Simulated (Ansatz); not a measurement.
The starting structures come from a database of crystals and need not be the phases stable at ambient conditions.

 Where the default PAW files enter, the runs use the earlier of Ansatz's two default sets.

By PBEsol, the system below comes out a metal.

The ballistic (Sharvin) conductance counts the channels at the Fermi level: G/A = (e²/h) × channels of both spins per area.

Given:

```xyz
4
Lattice="3.7570 0.0000 0.0000 0.0000 4.2009 0.0000 0.0000 2.1004 5.1781" Properties=species:S:1:pos:R:3 pbc="T T T"
Y      2.8177     2.1004     3.7217
Y      0.9392     4.2009     1.4564
Si     2.8177     2.1004     0.7821
Si     0.9392     4.2009     4.3960
```

Space group of this cell: Cmcm. The cell is strained (all lengths scaled by 0.98); by PBEsol its mean pressure is 3.2 GPa.

The current flows along the normal of the first two printed cell vectors. No spin-orbit coupling; the value is a mean over 0.1 eV about the Fermi level.

### Question
Predict the ballistic conductance per area from PBEsol in Ansatz (an electronic-structure program).

### Answer
0.31 × 10¹⁵ S/m² for both spins.
